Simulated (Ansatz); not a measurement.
Cost and result by functional for the surface energy of the (111) surface of fcc Ca in its 1x1 cell, outermost plane spacing 3.19 Å in the ideal cut, in Ansatz (plane waves, PAW). Single points on the PBE structure, on one kind of machine; costs are rough ratios of the slab run's core time (references not counted) to the cheapest single point. r2SCAN's cost holds its higher cutoff (500 against 420 eV). Differences are taken against r2SCAN for comparison alone: no measured value is at hand, so the table doesn't rank accuracy.

Model: 4-atom slab, 9.6 Å thick at the start (thin: gaps and levels are the slab's own), 11x11x1 mesh, Fermi-Dirac 0.1 eV, dipole correction, all atoms relaxed; held to the start's symmetry, so lower structures may exist; no spin, no spin-orbit, no U. These notes are the PBE run's.

| functional | relative cost | surface energy (J/m²) | less r2SCAN (J/m²) |
|---|---|---|---|
| LDA | 1 | 0.51 | -0.01 |
| PBEsol | 1 | 0.50 | -0.01 |
| RPBE | 1 | 0.44 | -0.08 |
| r2SCAN | 3 | 0.52 | 0.00 |
| PBE (the relaxed run's value) | – | 0.47 | -0.05 |

The values span 0.08 J/m², while the single points' costs differ by a factor of roughly 3. Differences are of unrounded values.

Ansatz is an electronic-structure program.
